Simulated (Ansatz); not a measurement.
Amorphous cells of 8 compositions: the gap between the highest filled and lowest empty level at the zone centre, by PBE and by a single point of r2SCAN on the same geometry (PBE, scalar-relativistic without spin-orbit coupling (plane waves to 420 eV, PAW; Ansatz, a first-principles code); r2SCAN at 500 eV). The networks come from melt-quench runs on the CHGNet potential at compositions and starting densities chosen by hand, with anions pushed apart in the CHGNet dynamics, and DFT then relaxed them. The cells are small and were quenched far faster than real films, so single cells scatter. Defect or tail levels can set these gaps. The rows are the first to finish with both values and no moments.

```csv
cell,PBE gap x (eV),r2SCAN gap y (eV)
"A (In9Ga9Zn9O38Sn, 5.91 g/cm3)",0.50,0.91
"B (In9Ga9Zn9O38Si, 5.71 g/cm3)",0.59,1.02
"C (In9Ga9Zn9O38Zr, 5.87 g/cm3)",0.80,1.28
"D (In9Ga9Zn9O38Ge, 5.81 g/cm3)",0.86,1.31
"E (In9Ga9Zn9O37Sr, 5.87 g/cm3)",0.91,1.35
"F (In9Ga9Zn9O38Hf, 5.99 g/cm3)",0.94,withheld
"G (In9Ga9Zn9O37K2, 5.63 g/cm3)",1.00,1.45
"H (Hf18O39B2, 8.29 g/cm3)",3.71,4.16
```

**Question.** Fit a straight line through the 7 full rows and predict the withheld value for F (In9Ga9Zn9O38Hf, 5.99 g/cm3).

**Answer.** Means: x = 1.196, y = 1.640. Slope = Σ(Δx Δy) / Σ(Δx²) = 7.593 / 7.562 = 1; the r.m.s. residual is 0.019. Prediction: 1.640 + 1 × (0.94 − 1.196) = 1.38. The run gave 1.40, 0.02 above the line.
